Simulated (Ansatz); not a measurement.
Consider BeSe in the zinc blende structure (space group F-43m, No. 216; a = 5.178 Å).

Computed with DFT with PBE, PAW potentials and a 420 eV plane-wave cutoff in Ansatz (a program for electronic structure), scalar-relativistic without spin-orbit coupling, earlier PAW set.

Base values:

* **Band gap**: 2.67 eV
* **Volume per atom**: 17.35 Å³

The change: cell and atoms relaxed at a pressure of 22.5 GPa.

Problem. What happens to the band gap and volume per atom?

Solution. The band gap drops by 0.509 eV (2.67 eV → 2.17 eV); the volume per atom drops by 3.18 Å³ to 14.17 Å³.

Load acts through the strain it causes; cell and atoms are relaxed under it. Whether these cells are dynamically stable was not tested. Competing high-pressure phases were not computed.
